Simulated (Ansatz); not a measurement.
Take MgSe in the rock salt structure (space group Fm-3m, No. 225; a = 5.472 Å) as the base. Axes: x, y, z lie along the cube axes.

All numbers come from r2SCAN/PAW in Ansatz (a first-principles code), no SOC.

Base values:

Band gap: 2.48 eV
Electron mass: 0.48 mₑ along k, 0.25 mₑ across (at X)
Pressure: 0.00 GPa

Perturbation: the cell is compressed by 1.15 % along z with no lateral relaxation; the atoms relax in the strained cell.

Q: What does the calculation give for the band gap after the change?

A: The band gap drops by 0.04 eV, from 2.48 eV to 2.44 eV.

Q: What does the calculation give for the electron mass after the change?

A: The electron mass becomes 0.46 mₑ along k, 0.25 mₑ across (at X) (base: 0.48 mₑ along k, 0.25 mₑ across (at X)).

Q: What happens to the pressure?

A: The pressure (mean of the normal stresses, compression positive) goes from zero to 0.80 GPa.

Q: How does this affect the energy relative to the base?

A: The energy rises by 1.1 meV/atom.

Effective masses come from finite differences of ±0.01 Å⁻¹. Along k means along the line from Γ to the band edge. Whether these cells are dynamically stable was not tested.
